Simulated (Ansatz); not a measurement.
Consider ScBi in the zinc blende structure (space group F-43m, No. 216; a = 6.7391 Å; a hypothetical phase, not in the database extracts checked).

(Cell as relaxed with PBE.)

Levels (all Ansatz, a program for electronic structure, PAW): PBE (420 eV, no spin-orbit coupling); PBEsol (420 eV, scalar-relativistic without spin-orbit coupling).

Each level relaxes its own structure.

| base | PBE | PBEsol |
|---|---|---|
| volume per atom | 38.26 Å³ | 36.61 Å³ |
| lattice parameter a | 6.739 Å | 6.641 Å |
| band gap | 1.35 eV | 1.30 eV |

One thing is altered: every lattice vector is shortened by 6.00 %, atoms relaxed at fixed cell.

| quantity | PBE | PBEsol |
|---|---|---|
| valley order (the lowest conduction-band minima on the path, energy above the VBM, named in the base's zone) | X along ⟨100⟩ 1.20 eV; a point along ⟨110⟩, about 0.6 Å⁻¹ from Γ 2.13 eV; a point along ⟨111⟩, about 0.4 Å⁻¹ from Γ 2.30 eV | [?] |
| energy relative to the base (free energy F) | +169 meV/atom | [?] |
| shift of the gap caused by the change | -0.15 eV | [?] |
| pressure | 9.72 GPa | [?] |

**Question.** Given the PBE results, estimate those of PBEsol.

**Answer.** 
- valley order (the lowest conduction-band minima on the path, energy above the VBM, named in the base's zone), PBEsol: X along ⟨100⟩ 1.11 eV; a point along ⟨110⟩, about 0.5 Å⁻¹ from Γ 2.14 eV; a point along ⟨111⟩, about 0.4 Å⁻¹ from Γ 2.32 eV
- energy relative to the base (free energy F), PBEsol: +176 meV/atom
- shift of the gap caused by the change, PBEsol: -0.19 eV
- pressure, PBEsol: 10.60 GPa

Both order the valleys alike; PBE's energy relative to the base lies 7.4 meV/atom below PBEsol's; PBE's shift of the gap caused by the change lies 0.04 eV above PBEsol's; PBE's pressure lies 0.88 GPa below PBEsol's. Neither level is exact; PBEsol is the comparison here, not a measurement.

Spin-orbit coupling, missing from the scalar runs, can matter with Bi. The cells carry an imposed strain or load. No phonon test of stability was made. The final runs are not spin-polarised.
